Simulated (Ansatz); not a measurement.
## NaRhS2O8, pressure series

Base system: NaRhS₂O₈ (space group C2/m, No. 12; a cell from a computed database, its experimental status unchecked).

Space group C2/m (No. 12); a = 7.9505 Å, b = 5.1650 Å, c = 7.1656 Å, α = γ = 90.00°, β = 91.82°

| atom | site | symmetry | x | y | z |
|---|---|---|---|---|---|
| Na | 2c | 2/m | 0.5000 | 0.5000 | 0.5000 |
| Rh | 2a | 2/m | 0.0000 | 0.0000 | 0.0000 |
| S | 4i | m | 0.3607 | 0.0000 | 0.2127 |
| O | 4i | m | 0.2777 | 0.0000 | 0.3895 |
| O | 8j | 1 | 0.4739 | 0.2368 | 0.2071 |
| O | 4i | m | 0.2512 | 0.0000 | 0.0403 |
(The calculation used a cell of 12 atoms; values per cell refer to that cell.)

Cell and atoms are relaxed at each pressure.

Method: PBEsol, PAW, 420 eV (Ansatz, an electronic-structure program; spin-orbit coupling left out), earlier PAW set.

Notes on the quantities. enthalpy: H = E + PV relative to the base's energy.

| variant | enthalpy | band gap | width of the top valence band | shortest interatomic distance | density |
|---|---|---|---|---|---|
| base | – | 1.35 eV | 0.48 eV | 1.446 Å | 3.59 g/cm³ |
| pressure −2 GPa | -0.16 eV/atom | 1.29 eV | 0.51 eV | 1.450 Å | 3.32 g/cm³ |
| pressure −1 GPa | -0.08 eV/atom | 1.32 eV | 0.49 eV | 1.448 Å | 3.47 g/cm³ |
| pressure 3 GPa | +0.22 eV/atom | 1.41 eV | 0.46 eV | 1.443 Å | 3.85 g/cm³ |
| pressure 7 GPa | +0.50 eV/atom | 1.47 eV | 0.43 eV | 1.441 Å | 4.08 g/cm³ |
| pressure 15 GPa | +1.01 eV/atom | 1.56 eV | 0.38 eV | 1.436 Å | 4.42 g/cm³ |
| pressure 30 GPa | +1.90 eV/atom | 1.73 eV | 0.30 eV | 1.429 Å | 4.86 g/cm³ |
| pressure 50 GPa | +2.98 eV/atom | 1.94 eV | 0.46 eV | 1.421 Å | 5.30 g/cm³ |

Load acts through the strain it causes; cell and atoms are relaxed under it. Stability against distortions was not tested. Competing high-pressure phases were not computed.
